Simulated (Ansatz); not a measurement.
Elastic constant C44 of CsCl-type RuAl at several levels of theory

No measured value is used here.

```
level (code)           value (GPa)  cell (Å³/atom)
---------------------  -----------  --------------
LDA (Ansatz)                   141           12.88
BLYP (Ansatz)                100.0           14.00
PBE (Ansatz)                   126           13.55
PBEsol (Ansatz)                137           13.18
revPBE (Ansatz)                123           13.73
RPBE (Ansatz)                  122           13.79
PBE-D3(BJ) (Ansatz)            140           13.14
r²SCAN (Ansatz)                137           13.26
r²SCAN+rVV10 (Ansatz)          140           13.18
HSE06 (Ansatz)                 135           13.12
```

PBE-D3(BJ): the dispersion coefficients are held fixed in the derivatives. HSE06: hybrids on metals are sensitive to the k mesh. HSE06: the run warned that the count of filled bands differs between k points. Each level is taken at its own relaxed cell. Cutoffs and k meshes differ between the levels. Ansatz's density-functional and Hartree–Fock values are scalar-relativistic unless marked +SOC, with PAW data made under PBE.

Ansatz is a program for electronic structure.
